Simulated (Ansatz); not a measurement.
Base system: BeSe in the zinc blende structure (space group F-43m, No. 216).

```xyz
2
Lattice="0.0000 2.5888 2.5888 2.5888 0.0000 2.5888 2.5888 2.5888 0.0000" Properties=species:S:1:pos:R:3 pbc="T T T"
Be     0.0000     0.0000     0.0000
Se     1.2944     1.2944     1.2944
```

Cartesian axes are those of the cell as printed.

Computed with plane-wave PAW DFT at the PBE level (Ansatz, an electronic-structure program, 420 eV), no spin-orbit coupling.

One thing is altered: every lattice vector is shortened by 2.50 %, atoms relaxed at fixed cell.

**Question.** Predict the stress tensor and what it implies for the stiffness.

**Answer.** Stress of the strained cell less that of the base (GPa, compression positive):
```
   6.62    0.00    0.00
   0.00    6.62    0.00
   0.00    0.00    6.62
```

Then B = −ΔP/(ΔV/V₀) with ΔV/V₀ = -0.0731 gives secant stiffness values (nonlinear terms included at this strain): B ≈ 90 GPa.

As a check, the harmonic strain energy −½ V₀ Δσ:ε is 27 meV/atom; the computed energy rise is 25 meV/atom.

Stability against distortions was not tested.
